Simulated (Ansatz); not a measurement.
```yaml
crystal:
  lattice:
    - [3.79703, -0.00065, -0.14801]
    - [-0.00069, 3.79850, -0.05612]
    - [-0.60147, -1.41763, 31.83980]
  atoms:
    - { symbol: Ti, position: [0.28362, 0.98578, 0.04586] }
    - { symbol: Ti, position: [0.90341, 0.09791, 0.27560] }
    - { symbol: O, position: [0.41016, 0.10473, 0.28889] }
    - { symbol: O, position: [0.28498, 0.49416, 0.06053] }
    - { symbol: O, position: [0.77645, 0.98152, 0.03296] }
    - { symbol: O, position: [0.32715, 0.01780, 0.10826] }
    - { symbol: Ti, position: [0.86799, 0.55952, 0.19925] }
    - { symbol: Ti, position: [0.33122, 0.52523, 0.12261] }
    - { symbol: O, position: [0.83679, 0.53281, 0.13607] }
    - { symbol: O, position: [0.87442, 0.06659, 0.21249] }
    - { symbol: O, position: [0.36061, 0.55205, 0.18587] }
    - { symbol: O, position: [0.89643, 0.59117, 0.26226] }
    - { symbol: Ti, position: [0.44116, 0.13568, 0.35192] }
    - { symbol: Ti, position: [0.05414, 0.25207, 0.58167] }
    - { symbol: O, position: [0.55960, 0.26195, 0.59451] }
    - { symbol: O, position: [0.44817, 0.64240, 0.36523] }
    - { symbol: O, position: [0.93418, 0.12881, 0.33861] }
    - { symbol: O, position: [0.46931, 0.16703, 0.41500] }
    - { symbol: Ti, position: [0.01371, 0.71537, 0.50490] }
    - { symbol: Ti, position: [0.47649, 0.67306, 0.42826] }
    - { symbol: O, position: [0.98323, 0.67938, 0.44160] }
    - { symbol: O, position: [0.02030, 0.22218, 0.51922] }
    - { symbol: O, position: [0.50717, 0.70916, 0.49143] }
    - { symbol: O, position: [0.04706, 0.74625, 0.56698] }
    - { symbol: Ir, position: [0.12228, 0.32698, 0.72083] }
    - { symbol: Ir, position: [0.62206, 0.82677, 0.72025] }
    - { symbol: Ir, position: [0.59207, 0.29609, 0.65855] }
    - { symbol: Ir, position: [0.09408, 0.79875, 0.66261] }
    - { symbol: Ir, position: [0.18251, 0.38875, 0.84465] }
    - { symbol: Ir, position: [0.68264, 0.88902, 0.84506] }
    - { symbol: Ir, position: [0.65228, 0.35789, 0.78243] }
    - { symbol: Ir, position: [0.15242, 0.85797, 0.78287] }
    - { symbol: Ir, position: [0.24094, 0.44894, 0.96489] }
    - { symbol: Ir, position: [0.74292, 0.95050, 0.96892] }
    - { symbol: Ir, position: [0.71288, 0.41988, 0.90725] }
    - { symbol: Ir, position: [0.21268, 0.91958, 0.90668] }
```

The first 24 atoms are the substrate (TiO2-ana), the rest the film (Ir).

These are PBE (plane waves to 420 eV, PAW; Ansatz, a program for electronic structure) values and carry that method's errors. Scalar-relativistic, without spin–orbit coupling; the runs are not spin-polarised; PBE gaps are too small against experiment. Its k-point mesh 8×8×1, Fermi–Dirac width 0.05 eV.

**Question.** Describe the bonding at the interfaces and give the barriers.

**Answer.** A periodic stack without vacuum, fcc Ir (0 0 1) on anatase TiO2 (0 0 1) (film strained to the substrate, started from cuts of the bulks and a machine-learned relaxation; slabs Ti8O16 and Ir12, which can lie off the formulas): substrate slab Ti8O16, film Ir12, surface cells [[0, 1], [-1, 0]] and [[0, -1], [2, 1]], film strained by -1.9 and -1.9 %, outermost planes O/O and Ir/Ir as cut, which need not be the usual terminations and can put a slab off its formula.
- interface area: 14.4 Å²
- period: 31.77 Å
- heights between the nearest atoms of the two slabs at the two interfaces: 2.03 and 2.03 Å
- Ir–Ti contacts across the interfaces within 1.22 times the sum of covalent radii: 8, mean 3.15 Å
- Ir–O contacts across the interfaces within 1.22 times the sum of covalent radii: 2, mean 2.03 Å
- hole barrier (PBE): 2.08 eV
- electron barrier (PBE): 0.04 eV
